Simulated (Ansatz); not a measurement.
The parent structure is Li₃Bi (space group Fm-3m, No. 225; a = 6.653 Å; a cell from a computed database, its experimental status unchecked). Axes: x, y, z lie along the cube axes.

Perturbation: biaxial strain +0.57 %, plane normal [001], relaxed out of plane (Cartesian); in-plane vectors clamped, the third vector and the atoms free.

Levels (all Ansatz, a program for electronic structure, PAW): PBEsol (420 eV, without spin-orbit coupling); r2SCAN (500 eV, no spin-orbit coupling); HSE06 (420 eV, without spin-orbit coupling).

One geometry, relaxed with PBEsol, under each level:

| level | band gap | lowest conduction level above the VBM at special points | electron mass | pressure |
|---|---|---|---|---|
| PBEsol | 0.36 eV | M 0.36 eV; X 0.41 eV; Γ 1.06 eV; S 1.13 eV | 0.70 mₑ along k, 0.28 mₑ across (at M) | -0.14 GPa |
| r2SCAN | 0.73 eV | M 0.73 eV; X 0.79 eV; Γ 1.65 eV; S 1.54 eV | 0.67 mₑ along k, 0.27 mₑ across (at M) | 0.53 GPa |
| HSE06 | 0.78 eV | M 0.78 eV; X 0.83 eV; Γ 1.65 eV | – | – |

Single points use the geometry relaxed with PBEsol. Their cutoffs differ, which shifts pressures a little. The hybrid gap comes from the SCF mesh plus the semilocal run's edge points and a few special points and is an upper bound. Spin-orbit coupling, missing from the scalar runs, can matter with Bi. Effective masses come from finite differences of ±0.01 Å⁻¹. Along k means along the line from Γ to the band edge. Stability against distortions was not tested. Labels are those of the standard path for the cell's own space group.
